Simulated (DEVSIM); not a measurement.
Structure: Pt/SiO2/p-Si capacitor, at 300 K.

Layer 1 from the left is SiO2, thickness (nm) 3.90. Layer 2 from the left is Si, thickness (nm) 550, Na (cm⁻³) 1.1e18.

Metal gate on the left, work function 5.6 eV. Fixed charge at the semiconductor interface 6e10 cm⁻² (in units of +e); no interface traps.

Constants are typed, rounded textbook-type inputs, not results; the design itself was drawn at random and stands for no fabricated device. Values at 300 K.

SiO2: gap (eV) 9, affinity (eV) 0.9, permittivity 3.9. Si: gap (eV) 1.124, affinity (eV) 4.05, permittivity 11.7, Nc (cm⁻³) 2.86e19, Nv (cm⁻³) 3.1e19.

Question: Estimate by hand the flat-band voltage, the threshold voltage, and compare with a numerical solution.

Answer: 
- Flat-band voltage: C = 0.885 μF/cm², work-function difference 0.512 V; VFB = φms − qNf/C = 0.50 V; numerical 0.50 V.
- Threshold voltage: φF = 0.477 V, depletion charge √(4εqNφF) = 5.90e-7 C/cm²; VT = VFB + 2φF + Qd/C = 2.12 V; numerical 2.12 V.

Simulated with DEVSIM: 1D Poisson equation in equilibrium, Boltzmann statistics, complete ionisation; no quantum confinement or tunnelling. Metal contacts follow the ideal Schottky-Mott rule: no Fermi-level pinning, no interface dipoles.
